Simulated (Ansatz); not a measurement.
Consider WSe$_{2}$ (space group P6_3/mmc, No. 194; a = 3.230 Å, c = 12.411 Å; layered, stacked along the Cartesian z axis). Axes: x lies along a and z along c of the hexagonal cell.

Level of theory: PBEsol-D3(BJ) (Ansatz, a quantum-chemistry and plane-wave program, PAW, spin-orbit coupling left out).

Perturbation: the cell is compressed by 1.20 % along x with no lateral relaxation, atoms relaxed at fixed cell.

Problem. Predict the stress tensor and what it implies for the stiffness.

Solution. Stress of the strained cell less that of the base (GPa, compression positive):
```
   2.86    0.00    0.00
   0.00    0.48    0.00
   0.00    0.00    0.26
```

Then −Δσ_ii/ε with ε = -0.0120 gives relaxed-ion elastic constants: C11 ≈ 239 GPa, C12 ≈ 40 GPa and C13 ≈ 22 GPa.

Stability against distortions was not tested.
